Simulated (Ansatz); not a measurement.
Ansatz (a quantum-chemistry and plane-wave program) run on Ta2Si (Fmm2, 6 atoms in the cell): self-consistent single point.

Level of theory: LDA (PW92), default PAW files made with PBE (plane waves; Ansatz).

The change in words: lattice scaled by 0.98; kpoints.mp_grid.grid: 7 7 7 → 11 11 11. Reference geometry:
```
Ta2Si
1.0
   -3.07850     3.07850     2.51607
    3.07850    -3.07850     2.51607
    3.07850     3.07850    -2.51607
Ta Si
4 2
Cartesian
  2.07128   1.00722   2.51607
  1.00722   2.07128   0.00000
 -0.97187   2.10663   2.51607
  4.08573   1.00722   0.00000
  0.00000   0.00000   1.25803
  0.00000   0.00000   3.77410
```

Reference input (self-consistent single point, DFT, LDA (PW92), plane waves, default PAW files made with PBE): basis.ecutwfc = 30.9 Ry; kpoints.mp_grid.grid = 7 7 7; hamiltonian.xc = lda; hamiltonian.pseudopotentials = {kind: paw} (the program's default PAW files); scf.occupations.method = gaussian; scf.occupations.width = 0.0073 Ry. This run's input differs from it in these lines:

Ansatz 0.2 input:
```diff
@@ -2,12 +2,12 @@
   lattice:
-    - [-3.078502, 3.078502, 2.516069]
-    - [3.078502, -3.078502, 2.516069]
-    - [3.078502, 3.078502, -2.516069]
+    - [-3.016932, 3.016932, 2.465748]
+    - [3.016932, -3.016932, 2.465748]
+    - [3.016932, 3.016932, -2.465748]
   atoms:
-    - { symbol: Ta, position_ang: [2.071278, 1.007224, 2.516069] }
-    - { symbol: Ta, position_ang: [1.007224, 2.071278, 0.000000] }
-    - { symbol: Ta, position_ang: [-0.971868, 2.106634, 2.516066] }
-    - { symbol: Ta, position_ang: [4.085726, 1.007224, -0.000000] }
-    - { symbol: Si, position_ang: [0.000000, 0.000000, 1.258034] }
-    - { symbol: Si, position_ang: [0.000000, -0.000000, 3.774103] }
+    - { symbol: Ta, position_ang: [2.029852, 0.987080, 2.465748] }
+    - { symbol: Ta, position_ang: [0.987080, 2.029852, 0.000000] }
+    - { symbol: Ta, position_ang: [-0.952430, 2.064502, 2.465746] }
+    - { symbol: Ta, position_ang: [4.004012, 0.987080, -0.000000] }
+    - { symbol: Si, position_ang: [0.000000, 0.000000, 1.232874] }
+    - { symbol: Si, position_ang: [0.000000, -0.000000, 3.698622] }
 basis:
@@ -15,3 +15,3 @@
 kpoints:
-  mp_grid: { grid: [7, 7, 7] }
+  mp_grid: { grid: [11, 11, 11] }
 hamiltonian:
```

Log, with long lists cut:

```
SCF iter   1: F=—  HF=-39951.167956 eV  |F-HF|=—  |Δ(HF+E_count)|=         —  Δρ=5.18e-3  dr2=1.63e-2  ethr=1.77e-3  ⟨swp⟩=5.5  Hψ=33185  notcnv=0
all-band conjugate gradients solve this SCF's bands
preconditioner: auto → Kerker (q_TF=auto, 2.551 Å⁻¹)
SCF iter   2: F=—  HF=-39951.165520 eV  |F-HF|=—  |Δ(HF+E_count)|=   2.44e-3  Δρ=3.05e-3  dr2=4.97e-3  ethr=2.71e-5  ⟨swp⟩=2.0  Hψ=10387  notcnv=0  defer=1
SCF iter   3: F=—  HF=-39951.164601 eV  |F-HF|=—  |Δ(HF+E_count)|=   9.19e-4  Δρ=4.20e-4  dr2=1.28e-4  ethr=8.28e-6  ⟨swp⟩=2.2  Hψ=9836  notcnv=0  defer=1
SCF iter   4: F=—  HF=-39951.164566 eV  |F-HF|=—  |Δ(HF+E_count)|=   3.50e-5  Δρ=8.00e-5  dr2=4.06e-6  ethr=2.14e-7  ⟨swp⟩=2.0  Hψ=10630  notcnv=0  defer=1
SCF iter   5: F=—  HF=-39951.164565 eV  |F-HF|=—  |Δ(HF+E_count)|=   9.87e-7  Δρ=2.53e-5  dr2=1.20e-6  ethr=6.77e-9  ⟨swp⟩=2.0  Hψ=10697  notcnv=0  defer=1
SCF iter   6: F=-39951.164565 eV  HF=-39951.164565 eV  |F-HF|=1.07e-8  |Δ(HF+E_count)|=   1.80e-7  Δρ=3.59e-6  dr2=1.52e-8  ethr=1.67e-10  ⟨swp⟩=8.3  Hψ=35540  notcnv=0
SCF 1 converged in 6 iterations: F = -39951.164565 eV  dr2 = 1.52e-8
Free energy (F): -39951.164565 eV
Internal energy: -39951.148396 eV  (E = F + TS)
E sigma→0 (E₀):  -39951.156480 eV
Entropy (-TS):   -0.016169 eV (-2.695 meV/atom)
Fermi energy:    18.635150 eV
--- Forces (eV/Å), atoms counted from 1 ---
  atom   1  Ta     0.19615861    -0.10547283     0.00000000
  atom   2  Ta    -0.10547283     0.19615861     0.00000000
  atom   3  Ta    -0.31642897    -0.31642897     0.00000000
  atom   4  Ta     0.12296035     0.12296035     0.00000000
  atom   5  Si     0.05139051     0.05139051     0.00000000
  atom   6  Si     0.05139051     0.05139051     0.00000000
--- Stress (GPa, compression-positive) ---
        8.369582       0.754127       0.000000
        0.754127       8.369582       0.000000
        0.000000       0.000000       9.715851
  P = ⅓ Tr σ = 8.8183 GPa (88.183 kbar)
  The stress holds the Pulay correction. Without it, at fixed plane waves, as pw.x and ABINIT print it: P = 8.7634 GPa
```

The run converged in 6 iterations. Against the reference run the free energy goes up by 6.4 meV/atom, the pressure goes from -5.85 to 8.82 GPa and the largest force goes from 0.467 to 0.447 eV/Å.

The starting cell comes from a database of computed structures (which also holds hypothetical and non-ambient phases and stackings), without a prior relaxation at this level. Its lattice was rescaled by up to half a per cent. One atom was moved a little off its site on purpose. For this run, on top of that: lattice scaled by 0.98. Spin polarisation is off. With a pressure of about 9 GPa the cell is away from its equilibrium volume at this level. Ansatz's pressure includes its estimate of the finite-basis (Pulay) stress.

Cost on one core of a shared machine: roughly 60 s.
